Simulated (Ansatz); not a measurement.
The reference is SrTiO3 in the cubic perovskite structure (space group Pm-3m, No. 221; a = 3.9070 Å).

Computed with r2SCAN in Ansatz (plane waves to 500 eV, PAW, no SOC).

Base values:

- Gap between the host's bands: 2.26 eV
- Gap character: indirect, R → Γ

One thing is altered: 0.119 electrons added to each cell, a density of 2.0×10^21 cm⁻³, with a uniform compensating background at fixed cell and a 300 K Fermi–Dirac width.

What does the calculation give for the gap between the host's bands after the change?

The gap between the host's bands increases by 0.17 eV to 2.43 eV.

Estimate the effect on the Fermi level from band edge.

The Fermi level relative to the doped band's edge (positive inside the band; to 0.05 eV) amounts to +0.20 eV.

What happens to the gap character?

The gap character stays indirect, R → Γ.

Carriers are added with a uniform compensating background; total energy and stress of such cells depend on the potential's zero and are not compared; many-body gap narrowing is missing at this level. No phonon test of stability was made. The final runs are not spin-polarised. Many cubic perovskites are stable only at high temperature; tilts and polar distortions were not tested.

Ansatz is a first-principles code.
